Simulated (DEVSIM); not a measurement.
## abrupt GaAs p-n junction

System: abrupt GaAs p-n junction, at 400 K.

| layer (left to right) | material | thickness (μm) | Nd (cm⁻³) | Na (cm⁻³) | τn (s) | τp (s) |
|---|---|---|---|---|---|---|
| 1 | GaAs | 57.0 | - | 2.7e15 | 6.6e-8 | 6.6e-8 |
| 2 | GaAs | 200 | 5.8e16 | - | 6.6e-8 | 6.6e-8 |

Left contact: ohmic. Right contact: ohmic. Voltage is applied to the left contact. Recombination: SRH at mid-gap, radiative, Auger. Mobility is μmin + (μ − μmin)/(1 + (N/Nref)^α).

Constants are typed, rounded textbook-type inputs, not results; the design itself was drawn at random and stands for no fabricated device. Values at 300 K; Nc and Nv go as T^1.5, mobilities as T to minus their exponent, the gap by Varshni's rule with the affinity fixed.

| parameter | GaAs |
|---|---|
| gap (eV) | 1.424 |
| affinity (eV) | 4.07 |
| permittivity | 12.9 |
| Nc (cm⁻³) | 4.7e17 |
| Nv (cm⁻³) | 9e18 |
| μn (cm²/Vs) | 8500 |
| μp (cm²/Vs) | 400 |
| μn,min | 500 |
| μp,min | 20 |
| Nref,n | 6e16 |
| Nref,p | 1.5e17 |
| αn | 0.39 |
| αp | 0.38 |
| T exponent of μn | 2.1 |
| T exponent of μp | 2.2 |
| B (cm³/s) | 2e-10 |
| Cn (cm⁶/s) | 1e-30 |
| Cp (cm⁶/s) | 1e-30 |
| Varshni α (eV/K) | 0.000541 |
| Varshni β (K) | 204 |

DEVSIM, 1D drift-diffusion, Boltzmann statistics, complete ionisation; no tunnelling, impact ionisation, image-force lowering or self-heating.

Potential step across the device at zero bias: 0.996 V
Largest field in the device at zero bias: 27000 V/cm
Dark forward voltage at 1 A/cm²: 0.819 V
Dark forward voltage at 100 A/cm²: 1.614 V

Dark forward current:

| V (V) | J (A/cm²) |
|---|---|
| 0.05 | 6.4e-8 |
| 0.15 | 4.6e-7 |
| 0.25 | 2.4e-6 |
| 0.35 | 1.4e-5 |
| 0.45 | 0.00011 |
| 0.55 | 0.0013 |
| 0.65 | 0.020 |
| 0.75 | 0.27 |
| 0.85 | 1.6 |
| 0.95 | 4.9 |
| 1.00 | 7.3 |
| 1.10 | 14 |
| 1.20 | 24 |
| 1.30 | 37 |
| 1.40 | 54 |
| 1.50 | 74 |
| 1.60 | 97 |
| 1.70 | 120 |
| 1.80 | 150 |
| 1.90 | 180 |

Small-signal capacitance in reverse bias (quasi-static):

```tsv
V (V)	C (nF/cm²)
-0.2	14.5
-0.5	12.9
-1	11.1
-1.5	9.86
-2	8.98
-3	7.75
-4	6.92
-5	6.31
-6.5	5.64
-8	5.14
-10	4.65
```
